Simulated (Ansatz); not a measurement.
Density of states of ZnSe (F-43m) above the conduction band minimum, r2SCAN with spin-orbit coupling, rigid bands (Ansatz, a program for electronic structure); cell volume 45.5 Å³.

```tsv
energy from edge (eV)	10⁻³ states/eV/cell
0.006	0.99
0.031	2.46
0.056	3.46
0.081	4.33
0.106	5.10
0.131	5.88
0.156	6.63
0.181	7.41
0.206	8.18
0.231	9.03
0.256	9.79
0.281	10.6
0.319	11.9
0.344	12.8
0.369	13.7
0.394	14.5
0.419	15.5
0.444	16.5
0.469	17.5
0.494	18.6
0.519	19.7
0.544	20.7
0.569	22.0
0.594	23.2
```

Q: What effective density of states at 300 K does this give (∫ g(E) exp(−E/k_BT) dE, both spins, divided by the cell's size)?

A: 1.1e18 cm⁻³, a density-of-states mass of 0.128 mₑ, valleys and band degeneracy included.

Geometry: cell and atoms relaxed with r2SCAN.
